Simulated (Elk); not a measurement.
**How far to go with the basis cutoff: Mg (P-3m1, 2 atoms in the cell)**

```
CELL_PARAMETERS angstrom
      1.60018    -2.77160     0.00000
      1.60018     2.77160     0.00000
      0.00000     0.00000     5.19437
ATOMIC_POSITIONS crystal
  Mg 0.33333 0.66667 0.25963
  Mg 0.66667 0.33333 0.75000
```

Method: LDA (PW92), all-electron FP-LAPW, Elk's shipped species files, default APW+lo basis (Elk 10.2.4).

Base settings: xctype = 3; rgkmax = 7; stype = 3; swidth = 0.00367493 Ha; ngridk = 4 4 3.

The second cell is the first with its lattice scaled by 0.98.

The mesh stays at the base's, so the ladder's end is converged at best in this setting alone.

Only quantities that move along the ladder and can be compared are tabulated.

The starting cell has typed, rounded lattice constants, without a prior relaxation at this level. Its lattice was rescaled by up to half a per cent. One atom was moved a little off its site on purpose. Values depend on the basis (sphere radii, cutoffs, local orbitals), which need not be converged. Without a gap this mesh is coarse (it stands for a supercell whose shortest vector is 13 Å).

```csv
rgkmax,free energy less the last step's (meV/atom),energy of the compressed cell less the first (meV/atom)
4.14,779.34,-15.04
4.43,571.44,15.54
4.7,439.33,-16.57
4.95,323.16,-23.98
5.19,238.94,-4.13
5.42,185.21,-17.15
5.86,104.54,-15.71
6.26,58.71,-11.40
6.64,34.35,-10.40
7,20.19,-10.70
7.34,12.14,-11.24
7.67,7.11,-11.05
8.13,3.21,-10.92
8.57,1.34,-10.95
9.26,0.00,-10.91
```

Coarsest rgkmax that holds the energy of the compressed cell less the first within 1 meV/atom of the last step, with all finer ones: 6.26; the step before is off by 4.8 meV/atom.

State of the free energy at the end of the ladder: still drifting one way, by 3.2 meV/atom over the last two steps, so the last step is no safe reference.
